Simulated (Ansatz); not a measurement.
## Effect of pressure 3 GPa on CuI

Take CuI in the zinc blende structure (space group F-43m, No. 216; a = 6.021 Å) as the base.

It is then changed as follows: cell and atoms relaxed at a pressure of 3 GPa.

Computed with DFT with r2SCAN, PAW potentials and a 500 eV plane-wave cutoff in Ansatz (a quantum-chemistry and plane-wave program), without spin-orbit coupling, earlier PAW set. Γ-centred 10×10×10 mesh, Fermi–Dirac width 0.05 eV.

```tsv
quantity	base	changed	shift
volume per atom	27.28 Å³	25.72 Å³	-1.56 Å³
enthalpy H = E + PV relative to the base's energy	–	+0.50 eV/atom	–
band gap	1.67 eV	1.85 eV	+0.18 eV
gap character	direct at Γ	direct at Γ	–
mean gap deformation potential ΔEg/Δln V	–	-3.1 eV	–
width of the top valence band	1.57 eV	1.80 eV	+0.23 eV
electron mass	0.18 mₑ (at Γ)	0.18 mₑ (at Γ)	–
hole mass (degenerate bands, along [100])	0.29, 0.71, 0.71 mₑ (at Γ)	0.28, 0.62, 0.62 mₑ (at Γ)	–
valley order (the lowest conduction-band minima on the path, energy above the VBM, named in the base's zone)	Γ 1.67 eV; L along ⟨111⟩ 2.56 eV; X along ⟨100⟩ 2.90 eV	Γ 1.85 eV; L along ⟨111⟩ 2.61 eV; X along ⟨100⟩ 2.78 eV	–
```

Final structure:

```
CuI
1.0
    0.00000     2.95188     2.95188
    2.95188     0.00000     2.95188
    2.95188     2.95188     0.00000
I Cu
1 1
Cartesian
  4.42782   4.42782   4.42782
  0.00000   0.00000   0.00000
```

With I present, leaving out spin-orbit coupling can change the band edges. Load acts through the strain it causes; cell and atoms are relaxed under it. Effective masses come from finite differences of ±0.01 Å⁻¹. Stability against distortions was not tested. Tetrahedral semiconductors of this kind turn to denser phases somewhere between about 1 and 50 GPa; those were not computed, so compressed cells here can lie past the real transition. The final runs are not spin-polarised.
